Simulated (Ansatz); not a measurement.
A computed series for ZnO: pressure series

Consider ZnO in the wurtzite structure (space group P6_3mc, No. 186; a = 3.230 Å, c = 5.214 Å).

Cell and atoms are relaxed at each pressure.

All numbers come from Kohn–Sham DFT with the PBEsol functional, run in Ansatz (a first-principles code) with PAW and 420 eV plane waves, without spin-orbit coupling.

| change | width of the top valence band | electron mass | band gap | volume per atom |
|---|---|---|---|---|
| base | 1.83 eV | 0.13 mₑ (at Γ) | 0.70 eV | 11.78 Å³ |
| pressure −2 GPa | 1.80 eV | 0.13 mₑ (at Γ) | 0.68 eV | 11.95 Å³ |
| pressure −1 GPa | 1.82 eV | 0.13 mₑ (at Γ) | 0.69 eV | 11.86 Å³ |
| pressure 0.9 GPa | 1.85 eV | 0.13 mₑ (at Γ) | 0.71 eV | 11.71 Å³ |
| pressure 2.1 GPa | 1.86 eV | 0.14 mₑ (at Γ) | 0.72 eV | 11.61 Å³ |
| pressure 4.5 GPa | (withheld) | 0.14 mₑ (at Γ) | (withheld) | (withheld) |
| pressure 9 GPa | 1.96 eV | 0.15 mₑ (at Γ) | 0.78 eV | 11.15 Å³ |
| pressure 15 GPa | 2.03 eV | 0.15 mₑ (at Γ) | 0.82 eV | 10.81 Å³ |
| pressure 22.5 GPa | 2.12 eV | 0.16 mₑ (at Γ) | 0.86 eV | 10.46 Å³ |
| pressure 30 GPa | 2.22 eV | 0.17 mₑ (at Γ) | 0.90 eV | 10.15 Å³ |

Task: Fill in the withheld entries from the trend.

Result: 
- pressure 4.5 GPa, width of the top valence band: 1.90 eV
- pressure 4.5 GPa, band gap: 0.74 eV
- pressure 4.5 GPa, volume per atom: 11.44 Å³

Load acts through the strain it causes; cell and atoms are relaxed under it. Effective masses come from finite differences of ±0.01 Å⁻¹. Whether these cells are dynamically stable was not tested. Measured, ZnO leaves this structure (for rock salt) near 9.1 GPa (temperature not stated; as listed in Datta, Sujoy, Jana, Debnarayan, arXiv (2020)), on rising pressure, with hysteresis.
